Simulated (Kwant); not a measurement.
Model system: wire with a row of barriers in a CdTe two-dimensional gas. Effective mass 0.096 mₑ, grid spacing 10 nm, hard walls, nominal width 200 nm (19 grid rows, so walls 200 nm apart), one parabolic valley, scattering region 1000 nm long along x; energies count from the band bottom; Fermi energy swept from 7.834e-05 to 0.00093028 eV. 3 barrier(s) across the wire, height 0.0027 eV, thickness 40 nm (about 4 grid columns), spaced by 160 nm.

Constants are typed, rounded textbook-type inputs, not results; the design itself was drawn at random and stands for no fabricated device.

Model: effective-mass tight-binding model on a square grid, one spin, coherent transport at 0 K (Kwant). Conductance is in e²/h.

Problem. How many channels do the leads carry at E = 0.727, 0.796 meV?

Solution. The hard-wall thresholds are n² ħ²π²/(2mW²) = n² × 0.0979 meV with W = 200 nm. √(0.727/0.0979) = 2.72, so 2. √(0.796/0.0979) = 2.85, so 2.
